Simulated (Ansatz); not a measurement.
Base system: PbTe in the rock salt structure (space group Fm-3m, No. 225; a = 6.5694 Å).

(Cell as relaxed with PBE.)

Levels (all Ansatz, a first-principles code, PAW, earlier PAW set): PBE (420 eV, no spin-orbit coupling); r2SCAN (500 eV, no SOC).

Each level relaxes its own structure.

| base | PBE | r2SCAN |
|---|---|---|
| volume per atom | 35.44 Å³ | 34.89 Å³ |
| lattice parameter a | 6.569 Å | 6.535 Å |
| band gap | 0.83 eV | 1.10 eV |

Perturbation: cell and atoms relaxed at a pressure of 7.5 GPa.

| quantity | PBE | r2SCAN |
|---|---|---|
| valley order (the lowest conduction-band minima on the path, energy above the VBM, named in the base's zone) | L along ⟨111⟩ 0.51 eV; a point along ⟨110⟩, about 0.5 Å⁻¹ from Γ 1.17 eV; a point along ⟨100⟩, about 0.3 Å⁻¹ from Γ 1.69 eV | L along ⟨111⟩ 0.76 eV; a point along ⟨110⟩, about 0.5 Å⁻¹ from Γ 1.40 eV; a point along ⟨100⟩, about 0.3 Å⁻¹ from Γ 1.87 eV |
| hole mass | 0.29 mₑ along k, 0.052 mₑ across (at L) | 0.40 mₑ along k, 0.050 mₑ across (at L) |
| electron mass | 0.22 mₑ along k, 0.099 mₑ across (at L) | 0.27 mₑ along k, 0.11 mₑ across (at L) |
| shift of the gap caused by the change | -0.32 eV | -0.33 eV |
| volume per atom | 30.77 Å³ | 30.56 Å³ |

Both order the valleys alike; PBE's volume per atom lies 0.21 Å³ above r2SCAN's (0.7 %). Neither level is exact; r2SCAN is the comparison here, not a measurement.

Spin-orbit coupling, missing from the scalar runs, can matter with Pb and Te. Load acts through the strain it causes; cell and atoms are relaxed under it. Effective masses come from finite differences of ±0.01 Å⁻¹. Along k means along the line from Γ to the band edge. Whether these cells are dynamically stable was not tested. Competing high-pressure phases were not computed.
